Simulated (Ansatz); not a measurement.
Given:

```
CELL_PARAMETERS angstrom
      0.00000     1.73568     1.73568
      1.73568     0.00000     1.73568
      1.73568     1.73568     0.00000
ATOMIC_POSITIONS crystal
  B  0.00000 0.00000 0.00000
  N  0.25000 0.25000 0.25000
```

Method: r2SCAN, rigid bands (plane waves, PAW, scalar-relativistic; Ansatz, an electronic-structure program). Condition of this run: hydrostatic pressure of 54 GPa (compression positive) (the target of the relaxation). Geometry: cell and atoms relaxed with PBEsol, then loaded as said.

What conductivity effective mass do dilute holes have at 300 K?

0.66 mₑ.

What conductivity effective mass do dilute electrons have at 300 K?

0.37 mₑ.

And the band gap?

5.15 eV at this level; semilocal functionals usually fall short of the measured gap.

Rigid bands, one relaxation time for all states, no polarons. Spin-orbit coupling is left out. Geometry: cell and atoms relaxed with PBEsol.
